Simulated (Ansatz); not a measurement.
Start from HgSe in the zinc blende structure (space group F-43m, No. 216).

```
CELL_PARAMETERS angstrom
      0.00000     3.03148     3.03148
      3.03148     0.00000     3.03148
      3.03148     3.03148     0.00000
ATOMIC_POSITIONS crystal
  Hg 0.00000 0.00000 0.00000
  Se 0.25000 0.25000 0.25000
```

Cartesian axes are those of the cell as printed.

All numbers come from LDA (Ansatz, an electronic-structure program, PAW, spin-orbit coupling left out).

Before the change:

| Quantity | Result |
|---|---|
| Volume per atom | 27.86 Å³ |

One thing is altered: biaxial strain +1.25 %, plane normal [111], relaxed out of plane (Cartesian); in-plane vectors clamped, the third vector and the atoms free.

Q: Estimate the effect on the energy relative to the base.

A: The energy grows by 2.5 meV/atom.

Q: What does the calculation give for the volume per atom after the change?

A: The volume per atom grows by 0.37 Å³ to 28.23 Å³.

Whether these cells are dynamically stable was not tested. The final runs are not spin-polarised.
